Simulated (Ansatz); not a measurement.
Take C in the diamond structure (space group Fd-3m, No. 227; a = 3.5603 Å) as the base. Axes: x, y, z lie along the cube axes.

Level of theory: r2SCAN (Ansatz, a first-principles code), no spin-orbit coupling, earlier PAW set.

Before the change:

| Item | Result |
|---|---|
| Band gap | 4.36 eV |
| Smallest direct gap | 5.89 eV |

One thing is altered: tensile biaxial strain of 2.46 % in the plane normal to [110], as in epitaxy on a mismatched substrate; the out-of-plane cell vector and the atoms relax.

Task: What happens to the band gap, smallest direct gap, out-of-plane strain and in-plane stress?

Result: The band gap drops by 0.286 eV, from 4.36 eV to 4.08 eV; the smallest direct gap shrinks by 0.67 eV, from 5.89 eV to 5.22 eV; the out-of-plane strain amounts to -0.26 %; the mean in-plane stress (compression positive) is -28.1 GPa.

A biaxial case was relaxed in a doubled cell and then solved in the primitive one. Whether these cells are dynamically stable was not tested.
